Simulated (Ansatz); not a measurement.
System: Hf2InC (P6₃/mmc, No. 194, 8 atoms in the cell; start mp-22156). Method: LDA (plane waves, PAW; Ansatz, a first-principles code).

Run with plane-wave cutoff 520 eV, 18×18×4 k mesh (along the axes of the cell as run), Fermi–Dirac smearing 0.05 eV, scalar-relativistic PAW data made under PBE.

Cell (relaxed at this level):

```cif
data_C2Hf4In2
_chemical_formula_sum 'Hf4 In2 C2'
_space_group_name_H-M_alt 'P63/mmc'
_space_group_IT_number 194
_space_group_name_Hall '-P 6c 2c'
_cell_length_a 3.26264
_cell_length_b 3.26264
_cell_length_c 14.55268
_cell_angle_alpha 90.000
_cell_angle_beta 90.000
_cell_angle_gamma 120.000
loop_
_atom_site_label
_atom_site_type_symbol
_atom_site_symmetry_multiplicity
_atom_site_Wyckoff_symbol
_atom_site_fract_x
_atom_site_fract_y
_atom_site_fract_z
_atom_site_occupancy
Hf1 Hf 4 f 0.33333 0.66667 0.08272 1
In1 In 2 d 0.66667 0.33333 0.25000 1
C1 C 2 a 0.00000 0.00000 0.00000 1
```

Problem. Predict the bulk modulus.

Solution. 
- bulk modulus: 149 GPa

The run finds no gap.

Note: the bulk modulus is −V dP/dV from two relaxed cells at ±2 % in volume; the relaxation could not lower the start's symmetry, so the cell can be a saddle point above a distorted one.

Spin–orbit coupling is not included; it can open a gap where bands touch, and shift volumes and moduli.

The computed numbers hold no vibrational or temperature effects.

It cost about 10 core-minutes (a rough figure) of CPU time.

A start named mp-… is a Materials Project structure, which need not be a measured phase.
